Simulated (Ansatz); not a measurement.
End structure of the (117) surface of germanium, 3 pairs of surface atoms bonded, H on all but both atoms of one pair (paired Ge at depth 0.6 Å) (bottom of the slab: built like the top, H on every dangling bond, free):

```xyz
66
Lattice="8.1459 0.0000 0.0000 2.0365 14.5433 0.0000 0.0000 0.0000 29.5000" Properties=species:S:1:pos:R:3 pbc="T T T"
Ge     4.0654     5.5146     9.9048
Ge     8.1424     5.5449     9.9309
Ge     2.8058    10.5382    10.3538
Ge     5.3458    10.5356    10.3538
Ge     4.0750     3.0349    10.4145
Ge     8.1432     3.0538    10.4225
Ge     2.0460     6.4369    11.0284
Ge     6.0873     6.4227    11.0257
Ge     6.0344    12.7399    11.2793
Ge     2.1194    12.7452    11.2713
Ge     2.0392     2.6636    11.7842
Ge     6.1078     2.6453    11.7905
Ge     6.0560     8.7661    11.9517
Ge     2.0874     8.7835    11.9654
Ge     4.0745    13.2024    12.7159
Ge     8.1527    13.0586    12.5824
Ge     6.1096     4.8352    12.9221
Ge     2.0362     4.8456    12.9194
Ge     4.0827     9.0652    13.4478
Ge     8.1342     9.1092    13.3547
Ge     6.1098     0.8544    13.5703
Ge     2.0325     0.9537    13.6253
Ge     4.0729     5.1329    14.2460
Ge     8.1459     5.1329    14.2460
Ge     8.1459    11.4065    14.4476
Ge     4.0729    11.4065    14.4476
Ge     4.0729     1.1406    15.0524
Ge     8.1459     1.1406    15.0524
Ge     8.1459     7.4142    15.2541
Ge     4.0729     7.4142    15.2541
Ge     6.1070    11.7066    15.9293
Ge     2.0407    11.5973    15.8722
Ge     8.1718     3.4637    16.0828
Ge     4.0444     3.4368    16.1454
Ge     6.1092     7.7291    16.5714
Ge     2.0398     7.6870    16.5807
Ge     2.0947    13.8971    16.7783
Ge     6.0734    14.0422    16.9226
Ge     6.1076     3.8581    17.5457
Ge     1.9891     3.6747    17.6343
Ge     2.0394     9.8782    17.7043
Ge     6.1168     9.9145    17.7061
Ge     8.2281    14.3736    18.1567
Ge     3.9969    14.4406    18.2846
Ge     2.0309     6.0813    18.4553
Ge     6.1453     6.1818    18.4899
Ge     8.1522     9.5197    19.0804
Ge     4.0788     9.5012    19.0708
Ge     1.5057     2.0645    19.5716
Ge     7.2123     2.0248    18.7737
Ge     8.1870     7.0418    19.6013
Ge     4.0605     7.0108    19.5644
H      4.0618     5.7385     8.3647
H      8.1449     5.7627     8.3894
H      2.2843    10.3386     8.9019
H      5.8667    10.3411     8.9009
H      4.0616     2.2149     9.0929
H      8.1553     2.2500     9.0904
H      6.0388    13.7912    10.1260
H      2.1161    13.7978    10.1194
H      8.3102    13.4116    19.3831
H      4.0120    13.2624    19.3183
H      8.1655    10.3421    20.4005
H      4.0654    10.3041    20.4030
H      8.1683     6.8168    21.1406
H      4.0730     6.7880    21.1052
```

Set-up: 66 atoms, 13.1 Å thick at the start with caps and adatoms (thin: gaps and levels are the slab's own); mesh 4x2x1; 0.025 eV smearing; dipole correction on; 8 atoms held, the rest relaxed; no symmetry held; no spin, no spin-orbit, no U. In PBE it lies 0.03 eV a 1x1 cell over the lowest computed structure of the same composition (3 pairs of surface atoms bonded, H on all but both atoms of one pair (paired Ge at depth 0.0 Å)).

Estimate the gap of the slab on its k-mesh that Ansatz (a quantum-chemistry and plane-wave program) with PBE returns for this input.

0.61 eV

Estimate the highest filled level below the top vacuum level that PBE returns for this input.

4.83 eV
